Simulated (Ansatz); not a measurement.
Consider ZnO in the wurtzite structure (space group P6_3mc, No. 186; a = 3.2298 Å, c = 5.2148 Å). Axes: x lies along a and z along c of the hexagonal cell.

Level of theory: PBEsol, PAW, 420 eV (Ansatz, a program for electronic structure; without spin-orbit coupling).

Strains are applied to the cell and any free atomic positions relax; under stress the whole cell relaxes.

One change was made to it. Results:

```csv
quantity,base,after
electron mass,0.13 mₑ (at Γ),"0.12 mₑ along x, 0.14 mₑ along y, 0.13 mₑ along z (at Γ)"
energy relative to the base (free energy F),0 meV/atom,+19 meV/atom
"valence-band top at Γ (three highest levels, from the VBM)","0.00, 0.00, -0.10 eV","0.00, -0.22, -0.25 eV"
```

Problem. Which of these changes matches the shifts?
A) uniaxial strain ε_yy = +2.12 %
B) uniaxial stress, 8 GPa compression along x
C) isotropic strain +4.72 %

Solution. B, uniaxial stress, 8 GPa compression along x. For comparison, the electron mass in the other runs: isotropic strain +4.72 % gives 0.098 mₑ (at Γ); uniaxial strain ε_yy = +2.12 % gives 0.12 mₑ along x, 0.13 mₑ along y, 0.13 mₑ along z (at Γ).

The levels and masses belong to the bands next to the band gap. Masses are band curvatures over ±0.01 Å⁻¹ around the edge. Stability under load was not tested beyond the relaxation.
